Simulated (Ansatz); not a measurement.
# TiAl under a change: Al → Mg

The reference is TiAl (space group P4/mmm, No. 123; a = 2.8129 Å, c = 4.0584 Å).

Now apply this change: every Al is replaced by Mg, then cell and atoms are relaxed.

All numbers come from DFT with r2SCAN, PAW potentials and a 500 eV plane-wave cutoff in Ansatz (a program for electronic structure), no spin-orbit coupling. Settings: 16×16×10 k-points, 0.05 eV Fermi–Dirac smearing, for the changed cell.

| quantity | base | changed | shift |
|---|---|---|---|
| volume per atom | 16.06 Å³ | 19.03 Å³ | +2.977 Å³ |
| c/a ratio | 1.443 | 1.544 | +0.101 |
| space group | P4/mmm (No. 123) | P4/mmm (No. 123) | – |
| band gap | zero | zero | – |

Cost of the whole job for the changed cell (relaxation, final SCF and bands): about 2.6 core-minutes (a rough figure).

Stability against distortions was not tested. As relaxed here, MgTi is a hypothetical phase, not in the database extracts checked. All final runs are without spin polarisation. MgTi has a high density of states at the Fermi level and may be magnetic at this level.
